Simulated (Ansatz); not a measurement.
## A self-consistent single point of Sr2H5Rh (I4mm, 8 atoms in the cell) with Ansatz

Computed with LDA (PW92), default PAW files made with PBE (plane waves; Ansatz, a first-principles code).

Input:

Ansatz 0.2 input:
```yaml
# Sr2H5Rh
crystal:
  lattice:
    - [-2.681707, 2.681707, 3.897681]
    - [2.681707, -2.681707, 3.897681]
    - [2.681707, 2.681707, -3.897681]
  atoms:
    - { symbol: Sr, position: [0.749370, 0.249370, 0.500000] }
    - { symbol: Sr, position: [0.249370, 0.749370, 0.500000] }
    - { symbol: H, position: [0.772780, 0.215760, 0.000000] }
    - { symbol: H, position: [0.215760, 0.215760, 0.442980] }
    - { symbol: H, position: [0.215760, 0.772780, 0.000000] }
    - { symbol: H, position: [0.772780, 0.772780, 0.557020] }
    - { symbol: H, position: [0.239500, 0.239500, 0.000000] }
    - { symbol: Rh, position: [0.007690, 0.007690, 0.000000] }
basis:
  ecutwfc: 420.0
kpoints:
  mp_grid: { grid: [7, 7, 7] }
hamiltonian:
  xc: lda
  pseudopotentials: { kind: paw }
scf:
  occupations: { method: fixed }
output:
  forces: true
  eigenvalues: true
  stress: true
```

Output (repeated stretches shortened):

```
WARN ansatz: RAYON_NUM_THREADS=1 ignored (pool sized by the plan → 1); use --threads N
Pseudopotentials: kind: paw
Pseudopotential: Sr, paw, valence charge 10
Pseudopotential: H, paw, valence charge 1
Pseudopotential: Rh, paw, valence charge 17
Crystal: 8 atoms, lattice volume = 112.122 Å³
Basis set: ecut = 420 eV, 2173 PW (Γ)
Bands: 29, of which v1, the nominal top of the filled ones, is band 21 counted from 1 (20 counted from 0)
Symmetry: 8 space group operations
Space group: I4mm (ITA 107), of the structure as read, at distance tolerance 4.8e-5 Å
k-points: 40 of 343 (time reversal used)
PAW frozen core: Sr, regenerated for the run's functional, and the local potential with it
PAW frozen core: Rh, regenerated for the run's functional, and the local potential with it
Initial density: superposition of atomic densities (neutral atoms: chi_scale 0, normalization atom), corrected by the library's trained network
Initial wavefunctions: pseudopotential atomic-orbital guess
Eigensolver: davidson
Functional: x = slater, c = lda
SCF iter   1: F=—  HF=-13250.410794 eV  |F-HF|=—  |Δ(HF+E_count)|=         —  Δρ=1.07e-2  dr2=1.37e-1  ethr=1.77e-3  ⟨swp⟩=5.1  Hψ=4964  notcnv=0  defer=192
all-band conjugate gradients solve this SCF's bands
preconditioner: auto → Resta (q_TF=auto, 2.316 Å⁻¹)
SCF iter   2: F=—  HF=-13250.377323 eV  |F-HF|=—  |Δ(HF+E_count)|=   3.35e-2  Δρ=5.16e-3  dr2=3.20e-2  ethr=3.25e-4  ⟨swp⟩=2.1  Hψ=1598  notcnv=0  defer=239
SCF iter   3: F=—  HF=-13250.371913 eV  |F-HF|=—  |Δ(HF+E_count)|=   5.41e-3  Δρ=4.05e-3  dr2=2.96e-2  ethr=7.63e-5  ⟨swp⟩=2.0  Hψ=1481  notcnv=0  defer=240
SCF iter   4: F=—  HF=-13250.367655 eV  |F-HF|=—  |Δ(HF+E_count)|=   4.26e-3  Δρ=7.49e-4  dr2=8.28e-4  ethr=7.05e-5  ⟨swp⟩=2.0  Hψ=1336  notcnv=0  defer=240
SCF iter   5: F=—  HF=-13250.367614 eV  |F-HF|=—  |Δ(HF+E_count)|=   4.15e-5  Δρ=3.17e-4  dr2=1.94e-4  ethr=1.97e-6  ⟨swp⟩=2.0  Hψ=1460  notcnv=0  defer=240
SCF iter   6: F=—  HF=-13250.367591 eV  |F-HF|=—  |Δ(HF+E_count)|=   2.27e-5  Δρ=6.55e-5  dr2=7.88e-6  ethr=4.61e-7  ⟨swp⟩=2.0  Hψ=1195  notcnv=0  defer=175
SCF iter   7: F=—  HF=-13250.367589 eV  |F-HF|=—  |Δ(HF+E_count)|=   1.88e-6  Δρ=1.23e-5  dr2=2.81e-7  ethr=1.88e-8  ⟨swp⟩=2.2  Hψ=1433  notcnv=0  defer=146
SCF iter   8: F=-13250.367589 eV  HF=-13250.367589 eV  |F-HF|=1.70e-9  |Δ(HF+E_count)|=   9.50e-8  Δρ=2.86e-6  dr2=9.66e-9  ethr=2.38e-10  ⟨swp⟩=14.8  Hψ=7912  notcnv=0
SCF 1 converged in 8 iterations: F = -13250.367589 eV  dr2 = 9.66e-9
SCF converged after 8 iterations
Free energy (F): -13250.367589 eV
Harris-Foulkes:  -13250.367589 eV  (|F-HF|=1.70e-9)
Internal energy: -13250.367589 eV  (E = F + TS)
E sigma→0 (E₀):  -13250.367589 eV
Fermi energy:    7.336475 eV
--- Per-component energies (eV) ---
  E_band       = -531.172916
  E_kinetic    = 1129.560651
  E_local      = -4517.186771  (includes V_loc(G=0)·N_el)
  E_nonlocal   = 776.917729
  E_hartree    = 1551.236016
  E_xc         = -608.167380
  E_vxc        = -659.720920  (∫ρ·V_xc dr)
  E_paw        = -8659.813947  (= ΣΔE_a)
  E_vpaw       = -363.207775  (= ΣTr[D̂ρ^β])
  E_aug_tail   = -0.004551  (compensation charges beyond the density's cutoff)
  E_ewald      = -2924.120088
  E_core_change = 1.210753  (= ΣΔE_core)
  E_smearing   = -0.000000  (= −TS)
  E_closure    = -0.000000  (closes the sum)
  Σ components = -13250.367589   (vs F -13250.367589, Δ=0.00e0)
--- Forces (eV/Å), atoms counted from 1 ---
  atom   1  Sr     0.00000000    -0.00000000    -0.02010224
  atom   2  Sr    -0.00000000    -0.00000000    -0.02010224
  atom   3  H     -0.08854461     0.08854461    -0.01505318
  atom   4  H     -0.08854461    -0.08854461    -0.01505318
  atom   5  H      0.08854461    -0.08854461    -0.01505318
  atom   6  H      0.08854461     0.08854461    -0.01505318
  atom   7  H     -0.00000000    -0.00000000    -0.21426949
  atom   8  Rh    -0.00000000     0.00000000     0.31477930
  max |Σ_I F_I| component: 9.26e-5 eV/Å
--- Stress (GPa, compression-positive) ---
       -4.026720       0.000000       0.000000
        0.000000      -4.026720      -0.000000
        0.000000      -0.000000      -4.213622
  P = ⅓ Tr σ = -4.0890 GPa (-40.890 kbar)
  The stress holds the Pulay correction. Without it, at fixed plane waves, as pw.x and ABINIT print it: P = -4.1775 GPa
--- Band table (eV; the first three rows and the last of 40) ---
  k-point 0: bands = ["-70.7476", "-38.8857", "-38.8857", "-38.4072", "-27.7975", "-27.7328", "-9.9715", "-9.9715", "-9.9588", "-9.7552", "-9.6907", "-9.6907", "0.1492", "1.8107", "2.7995", "3.7367", "3.7367", "5.0573", "5.4151", "5.4151", "6.8177", [...]
  k-point 1: bands = ["-70.7476", "-38.8858", "-38.8857", "-38.4072", "-27.7928", "-27.7371", "-9.9811", "-9.9699", "-9.9096", "-9.7708", "-9.7490", "-9.6850", "0.3608", "1.7688", "2.8192", "3.6853", "3.8405", "5.0552", "5.3602", "5.4031", "6.9650", [...]
  k-point 2: bands = ["-70.7476", "-38.8858", "-38.8858", "-38.4072", "-27.7822", "-27.7468", "-10.0030", "-9.9947", "-9.9436", "-9.7674", "-9.7352", "-9.6717", "0.8992", "1.6460", "2.8828", "3.5785", "4.0799", "5.0470", "5.2167", "5.3775", [...]
  k-point 39: bands = ["-70.7476", "-38.8858", "-38.8858", "-38.4074", "-27.7763", "-27.7518", "-10.0977", "-10.0083", "-10.0041", "-9.6885", "-9.6838", "-9.6822", "1.4482", "1.9847", "2.5296", "4.1015", "4.4402", "4.7917", "5.3056", "5.3754", [...]
```

The run converged in 8 iterations.

The starting cell comes from a database of computed structures (which also holds hypothetical and non-ambient phases and stackings), without a prior relaxation at this level. Its lattice was rescaled by up to half a per cent. With a pressure of about -4 GPa the cell is away from its equilibrium volume at this level. Ansatz's pressure includes its estimate of the finite-basis (Pulay) stress.
